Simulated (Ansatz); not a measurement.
B20 (FeSi-type) MnSi was calculated with PBEsol-D3(BJ) (PAW; Ansatz, a quantum-chemistry and plane-wave program).

Settings: plane-wave cutoff 520 eV, 12×12×12 k mesh, Fermi–Dirac smearing 0.05 eV, spin-polarised with parallel moments, scalar-relativistic PAW data made under PBE.

Cell (relaxed at this level):

```cif
data_Mn4Si4
_chemical_formula_sum 'Mn4 Si4'
_space_group_name_H-M_alt 'P 1'
_space_group_IT_number 1
_cell_length_a 4.43022
_cell_length_b 4.43022
_cell_length_c 4.43022
_cell_angle_alpha 90.000
_cell_angle_beta 90.000
_cell_angle_gamma 90.000
loop_
_space_group_symop_operation_xyz
  'x, y, z'
loop_
_atom_site_label
_atom_site_type_symbol
_atom_site_fract_x
_atom_site_fract_y
_atom_site_fract_z
_atom_site_occupancy
Mn1 Mn 0.86214 0.63786 0.36214 1
Mn2 Mn 0.36214 0.86214 0.63786 1
Mn3 Mn 0.13786 0.13786 0.13786 1
Mn4 Mn 0.63786 0.36214 0.86214 1
Si1 Si 0.15431 0.34569 0.65431 1
Si2 Si 0.65431 0.15431 0.34569 1
Si3 Si 0.84569 0.84569 0.84569 1
Si4 Si 0.34569 0.65431 0.15431 1
```
Starting moments (μB, in the order of the record's atoms Mn Mn Mn Mn Si Si Si Si): 1.2 1.2 1.2 1.2 0.0 0.0 0.0 0.0.

Predict the bulk modulus, magnetic moment (largest site, within a sphere) and pressure derivative B′ of the bulk modulus.


- bulk modulus = 234 GPa
- magnetic moment (largest site, within a sphere) = 0.83 μB
- pressure derivative B′ of the bulk modulus = 4.3

The run finds no gap.

Measured, for comparison: bulk modulus 167 GPa (room temperature, no zero-point or thermal correction; as tabulated in Study of the compressibility of FeSi, MnSi, and CoS2 (JETP Letters), abstract). Computed (rounded) less measured: bulk modulus +40 %.

Note: the collinear magnetic order is the start's and need not be the measured one; the bulk modulus comes from volumes at which shape and atoms were relaxed.

Moments are spin moments.

Static lattice: no zero-point or thermal effects.
